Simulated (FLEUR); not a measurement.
FLEUR run on In2Sb (P6_3/mmc, 6 atoms in the cell): self-consistent single point.

Computed with FLEUR with PBEsol, all-electron FLAPW (FLEUR), scalar-relativistic valence.

```
CELL_PARAMETERS angstrom
      5.37990     0.00000     0.00000
     -2.68995     4.65913     0.00000
      0.00000     0.00000     6.72255
ATOMIC_POSITIONS crystal
  In 0.66667 0.33333 0.25000
  In 0.33333 0.66667 0.75000
  In 0.00000 0.00000 0.50000
  In 0.00000 0.00000 0.00000
  Sb 0.66667 0.33333 0.75000
  Sb 0.33333 0.66667 0.25000
```

Reference input (self-consistent single point, DFT, LDA (Perdew-Zunger), all-electron FLAPW (FLEUR), scalar-relativistic valence): Kmax = 3.8 1/bohr; GmaxXC = 15.2 1/bohr; xcFunctional = pz; jspins = 1; l_soc = F; mode = hist; fermiSmearingEnergy = 0.00499791 Htr; mesh (inpgen div1-3) = 5 5 4; inpgen gamma flag = true; Gmax = 15.2 1/bohr; numbands = 0; maxIterBroyd = 40. This run's input differs from it in these lines:

```diff
@@ -18,3 +18,3 @@
 &comp jspins=1 /
-&exco xctyp='pz' /
+&exco xctyp='PBEs' /
 &kpt div1=5 div2=5 div3=4 gamma=t /
@@ -31,3 +31,3 @@
       <coreElectrons ctail="T" frcor="F" kcrel="0" coretail_lmax="0"/>
-      <xcFunctional name="pz" relativisticCorrections="F"/>
+      <xcFunctional name="PBEs" relativisticCorrections="F"/>
       <magnetism jspins="1"/>
```

Output, abridged:

```
 Iteration:     1   Distance:       2.88925688 me/bohr^3
 Iteration:     2   Distance:       2.66841110 me/bohr^3
 Iteration:     3   Distance:       1.48939558 me/bohr^3
 Iteration:     4   Distance:       0.46303769 me/bohr^3
 Iteration:     5   Distance:       0.40981548 me/bohr^3
   [... 6 lines left out ...]
 Iteration:    12   Distance:       0.00029314 me/bohr^3
 Iteration:    13   Distance:       0.00006461 me/bohr^3
 Iteration:    14   Distance:       0.00004311 me/bohr^3
 Iteration:    15   Distance:       0.00000838 me/bohr^3
 Run finished successfully
 Stop message:
   Structural relaxation: Done

[file out, last iteration]
             iter=     16
[...]
          total density-effective poten   -6.0393128252E+04
          total charge density-energy d   -9.6508907507E+02
 Updated energy parameters for spin:           1
[...]
 fermi energy and band-weighting factors:
   [... 5 lines left out ...]

[...]
FERMIE:
          first approx. to ef    (T=0)  :   0.253694 htr   (energy of the highest occ. eigenvalue)
          number of occ. states  (T=0)  :        624
          first approx. to seigv (T=0)  : -25.454424 htr
          sum of weights of occ. states :  41.000000
          sum of semicore charge        :   0.000000 e
FERHIS:  Fermi-Energy by histogram:
          bandgap                     :   0.001396 htr
   [... lines left out ...]
          charge neutrality (T=0)     :   0.000000    (zero if the highest occ. eigenvalue is "entirely" occupied)
     EF_NEWTON:  Adjust Fermi-Energy by Newton-Method.
 Direct bandgap for spin            1 :    1.4764583034405643E-002  Htr
 ---->    free energy=                    -36484.2381419232 htr
   [... lines left out ...]
 TOTAL FORCE FOR ATOM TYPE=  1  X= -5.083   Y=  2.935   Z=  3.176
                       FX_TOT= 0.000000 FY_TOT= 0.000000 FZ_TOT= 0.000000
 TOTAL FORCE FOR ATOM TYPE=  2  X=  0.000   Y=  0.000   Z=  6.352
                       FX_TOT= 0.000000 FY_TOT= 0.000000 FZ_TOT= 0.000000
 TOTAL FORCE FOR ATOM TYPE=  3  X= -5.083   Y=  2.935   Z= -3.176
                       FX_TOT= 0.000000 FY_TOT= 0.000000 FZ_TOT= 0.000000
 Structural relaxation: Done
```

The run converged in 15 iterations. FLEUR gives forces in its relaxation mode, with a further iteration, so its stop message speaks of a relaxation. 

The starting cell comes from a database of computed structures (which also holds hypothetical and non-ambient phases and stackings), without a prior relaxation at this level. Spin-orbit coupling is off. Values depend on the basis (sphere radii, cutoffs, local orbitals), which need not be converged. No gap is read from this output. The log's line on a gap gives a spacing of levels on this mesh, which the program prints for metals too.

Cost on one core of a shared machine: roughly 5 min.
